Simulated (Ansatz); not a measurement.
Start from Ta in the bcc (W type) structure (space group Im-3m, No. 229; a = 3.320 Å).

Level of theory: plane-wave PAW DFT at the PBE level (Ansatz, a quantum-chemistry and plane-wave program, 420 eV), no SOC.

Base values:

The volume per atom is 18.29 Å³.

Modification: full substitution Ta → Nb, then cell and atoms are relaxed.

Problem. What does the calculation give for the volume per atom after the change?

Solution. The volume per atom falls by 0.16 Å³, from 18.29 Å³ to 18.13 Å³.

No phonon test of stability was made. All final runs are without spin polarisation.
